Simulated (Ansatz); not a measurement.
YN: isotropic strain +2.50 %

Take YN in the rock salt structure (space group Fm-3m, No. 225; a = 4.8562 Å) as the base.

One thing is altered: the cell is scaled by 1.0250 in all directions, atoms relaxed at fixed cell.

Level of theory: Ansatz (a quantum-chemistry and plane-wave program) PBEsol, no spin-orbit coupling. Settings: 12×12×12 k-points, 0.05 eV Fermi–Dirac smearing.

| quantity | base | changed | shift |
|---|---|---|---|
| volume per atom | 14.31 Å³ | 15.42 Å³ | +1.101 Å³ |
| shortest interatomic distance | 2.428 Å | 2.489 Å | +0.061 Å |
| energy relative to the base (free energy F) | 0 meV/atom | +40 meV/atom | +40 meV/atom |
| pressure | 0.00 GPa | -10.85 GPa | -10.85 GPa |
| band gap | 0.08 eV | 0.21 eV | +0.13 eV |
| gap character | indirect, Γ → X | indirect, Γ → X | – |
| smallest direct gap | 0.45 eV | 0.64 eV | +0.184 eV |
| mean gap deformation potential ΔEg/Δln V | – | +1.7 eV | – |
| width of the top valence band | 2.32 eV | 2.12 eV | -0.20 eV |
| electron mass | – | 1.3 mₑ along k, 0.12 mₑ across (at X) | – |

Effective masses come from finite differences of ±0.01 Å⁻¹. Along k means along the line from Γ to the band edge. Whether these cells are dynamically stable was not tested. A zero or small gap of YN can be the functional's error rather than a property of the material.
